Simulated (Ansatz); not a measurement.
Levels about the gap of amorphous silicon oxynitride (Si$_{24}$O$_{36}$N$_{8}$) (68 atoms in a cell of 908 Å³, 2.49 g/cm³; zone centre alone, so wide bands show as single levels with stretches between that a denser mesh fills), at the geometry that PBE relaxed, where it gives 0.0 GPa on a denser mesh. The participation number counts the atoms over which a state spreads; weights are charges in smoothed Voronoi cells. The levels come from a single point, so bond lengths are those of that geometry. Method of the levels: r2SCAN, scalar-relativistic without spin-orbit coupling (Ansatz, a first-principles code). Sampling: the zone centre alone; Fermi-Dirac width 0.02 eV; no spin polarisation. At PBE the levels at the filled edge of the gap are localised (band-tail or defect states), and the nearest spread-out levels lie 4.9 eV apart at the zone centre.

The cell was made by melting and quenching with the CHGNet potential and then relaxed with DFT. O and N atoms were pushed apart under 1.9 Å during the dynamics, to hinder bonds among them. The hot cell started wider than the set density and was brought back towards it in steps. It is the lowest in DFT energy of 2 quenches. It is a model cell: composition and starting density were chosen by hand, and all elements were melted together. No dispersion term was used. A short ab initio anneal came between quench and relaxation. Its density started from a set value of 2.55 and ended at 2.49 g/cm³. Cooling (nominally 91 K/ps over its main leg) ran many orders faster than in experiment, which tends to leave more defects and strain. One small periodic cell is one sample of the glass; other quenches scatter about these values. Volume and shape were free in the relaxation.

| E - E(highest filled), eV | filling | participation number | largest on | weight N | weight O | weight Si |
|---|---|---|---|---|---|---|
| -0.93 | filled | 13.7 | N, 3 neighbours | 0.54 | 0.37 | 0.09 |
| -0.86 | filled | 11.4 | N, 3 neighbours | 0.59 | 0.33 | 0.08 |
| -0.78 | filled | 13.0 | N, 3 neighbours | 0.56 | 0.36 | 0.08 |
| -0.68 | filled | 6.0 | N, 3 neighbours | 0.61 | 0.31 | 0.08 |
| -0.59 | filled | 6.8 | N, 3 neighbours | 0.62 | 0.31 | 0.07 |
| -0.35 | filled | 10.1 | N, 3 neighbours | 0.66 | 0.26 | 0.08 |
| 0.00 | filled | 5.6 | N, 3 neighbours | 0.76 | 0.17 | 0.08 |
| 5.15 | empty | 63.2 | N, 3 neighbours | 0.14 | 0.58 | 0.29 |
| 6.74 | empty | 29.7 | Si, 4 neighbours | 0.19 | 0.36 | 0.45 |
| 6.86 | empty | 32.1 | Si, 4 neighbours | 0.21 | 0.37 | 0.41 |
| 6.95 | empty | 39.9 | Si, 4 neighbours | 0.12 | 0.46 | 0.43 |
| 7.18 | empty | 33.1 | Si, 4 neighbours | 0.20 | 0.41 | 0.40 |
| 7.23 | empty | 41.8 | Si, 4 neighbours | 0.16 | 0.44 | 0.41 |
| 7.31 | empty | 44.9 | Si, 4 neighbours | 0.18 | 0.45 | 0.37 |

Most localised among these is the filled level at +0.00 eV, on a N atom, which has 3 neighbours (Si 1.74 Å, Si 1.74 Å, Si 1.77 Å).
